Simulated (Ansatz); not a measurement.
The starting structures come from a database of crystals and need not be the phases stable at ambient conditions.

Input:

```yaml
crystal:
  lattice:
    - [4.01340, 0.00000, 0.00000]
    - [0.00000, 4.01340, 0.00000]
    - [2.00670, 2.00670, 2.75276]
  atoms:
    - { symbol: Al, position: [0.00000, 0.00000, 0.00000] }
    - { symbol: As, position: [0.25000, 0.75000, 0.50000] }
```

The cell is strained (lengths along the current scaled by 0.97, ions clamped); by PBEsol it stands under a pressure of 2.3 GPa.

Transport runs along the normal of the first two printed cell vectors, the (001) (indices of the unstrained crystal) plane of the conventional cell.

The gap is the functional's own, uncorrected, and κ follows it; spin-orbit coupling is left out. Mid-gap means the computed energy nearest the middle.

Task: State the band gap and the smallest decay constant κ at mid-gap according to Ansatz (an electronic-structure program) with PBEsol.

Result: Gap 1.10 eV on a 12×12×12 mesh; κ = 0.110 1/Å, at the zone centre.
